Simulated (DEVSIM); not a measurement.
System: Ni/SiO2/p-Ge capacitor, at 300 K.

Layer 1 from the left is SiO2, thickness (nm) 6.20. Layer 2 from the left is Ge, thickness (nm) 5000, Na (cm⁻³) 1.4e16.

Metal gate on the left, work function 5.1 eV. Fixed charge at the semiconductor interface 1.1e12 cm⁻² (in units of +e); no interface traps.

Constants are typed, rounded textbook-type inputs, not results; the design itself was drawn at random and stands for no fabricated device. Values at 300 K.

SiO2: gap (eV) 9, affinity (eV) 0.9, permittivity 3.9. Ge: gap (eV) 0.664, affinity (eV) 4, permittivity 16, Nc (cm⁻³) 1.04e19, Nv (cm⁻³) 6e18.

**Question.** Estimate by hand the flat-band voltage, the threshold voltage, and compare with a numerical solution.

**Answer.** 
- Flat-band voltage: C = 0.557 μF/cm², work-function difference 0.593 V; VFB = φms − qNf/C = 0.28 V; numerical 0.28 V.
- Threshold voltage: φF = 0.168 V, depletion charge √(4εqNφF) = 4.62e-8 C/cm²; VT = VFB + 2φF + Qd/C = 0.70 V; numerical 0.70 V.

Model (solved in DEVSIM): 1D Poisson equation in equilibrium, Boltzmann statistics, complete ionisation; no quantum confinement or tunnelling. Metal contacts follow the ideal Schottky-Mott rule: no Fermi-level pinning, no interface dipoles.
